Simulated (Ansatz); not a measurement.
Start from MnGaGe (space group P4/nmm, No. 129; ferromagnetic; a cell from a computed database, its experimental status unchecked).

```
CELL_PARAMETERS angstrom
      3.88011     0.00000     0.00000
      0.00000     3.88011     0.00000
      0.00000     0.00000     5.74593
ATOMIC_POSITIONS crystal
  Mn 0.00000 0.00000 0.00000
  Mn 0.50000 0.50000 0.00000
  Ga 0.00000 0.50000 0.70720
  Ga 0.50000 0.00000 0.29280
  Ge 0.00000 0.50000 0.27579
  Ge 0.50000 0.00000 0.72421
```

The other end (x = 1) is MnZnGa (space group P4/nmm, No. 129; ferromagnetic; a hypothetical phase, not in the database extracts checked): 14.22 Å³/atom, gap zero; this end may not be an ambient phase.

Method: Ansatz (a quantum-chemistry and plane-wave program) PBEsol, spin-orbit coupling left out.

Zn replaces a fraction x of Ge; each row is one arrangement (x, atoms in the cell, starting space group or random), fully relaxed.

One change was made to it. Results:

```json
[
 {"quantity": "magnetic state", "base": "ferromagnetic", "after": "ferromagnetic"},
 {"quantity": "largest site moment", "base": "1.71 μB", "after": "2.28 μB"},
 {"quantity": "deviation of the volume from the linear (Vegard-type) interpolation", "base": "–", "after": "-0.2 %"}
]
```

Problem. Which of these changes matches the shifts?
A. x(Zn) = 0.25, 12 atoms, Amm2
B. x(Zn) = 0.75, 12 atoms, Amm2
C. x(Zn) = 0.25, 12 atoms, P4mm

Solution. B, x(Zn) = 0.75, 12 atoms, Amm2. For comparison, the largest site moment in the other runs: x(Zn) = 0.25, 12 atoms, Amm2 gives 1.97 μB; x(Zn) = 0.25, 12 atoms, P4mm gives 1.96 μB.

Other magnetic orders, which the real material may have, were not ruled out. These are small ordered cells, not random alloys; other orderings at the same x differ. No phonon test of stability was made.
